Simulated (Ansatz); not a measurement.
Data:

```yaml
crystal:
  lattice:
    - [2.54100, 0.00000, 0.04243]
    - [-1.27050, 2.20057, -0.02122]
    - [0.07020, 0.00000, 4.20330]
  atoms:
    - { symbol: B, position: [0.33253, 0.66657, 0.00030] }
    - { symbol: B, position: [0.66596, 0.33343, 0.50030] }
    - { symbol: N, position: [0.33432, 0.66712, 0.37470] }
    - { symbol: N, position: [0.66719, 0.33288, 0.87470] }
```

No spin polarisation.

Computed with PBEsol/PAW in Ansatz (a program for electronic structure), spin-orbit coupling left out. k-mesh 15×15×8 (Γ-centred); smearing 0.05 eV (Fermi–Dirac).

Problem. Predict the electron mass, valence-band top at Γ and gap character.

Solution. The electron mass is 0.30 mₑ along z, 0.50 mₑ across (off the special points) and the valence-band top at Γ (three highest levels, from the VBM) is 0.00, -0.07, -0.41 eV. The gap character is indirect, Γ → k = (1/3, 1/3, 0) in the run's primitive reciprocal basis.

The cells carry an imposed strain or load. Effective masses come from finite differences of ±0.01 Å⁻¹. Whether these cells are dynamically stable was not tested. The cell was made from BN in the wurtzite structure (space group P6_3mc, No. 186) by this change: tensor shear ε_xz = +1.67 %.
